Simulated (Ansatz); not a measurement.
Base system: SrCoO3 in the cubic perovskite structure (space group Pm-3m, No. 221; a = 3.7694 Å; ferromagnetic).

Method: PBEsol (Ansatz, a quantum-chemistry and plane-wave program; PAW; 420 eV plane waves; no spin-orbit coupling).

Before the change:

The lattice parameter a comes out as 3.769 Å and the magnetic state is ferromagnetic.

The change: Ni takes the place of Co on all its sites, then cell and atoms are relaxed.

Estimate the effect on the lattice parameter a and magnetic state.

The lattice parameter a goes up by 0.013 Å, from 3.769 Å to 3.782 Å; the magnetic state stays ferromagnetic.

Whether these cells are dynamically stable was not tested. As relaxed here, SrNiO3 is a hypothetical phase, not in the database extracts checked. No Hubbard U is applied and the magnetic state is the run's own (SrNiO3 ferromagnetic; SrCoO3 ferromagnetic); other magnetic orders, which need larger cells, were not tried and can change the gap. Many cubic perovskites are stable only at high temperature; tilts and polar distortions were not tested.
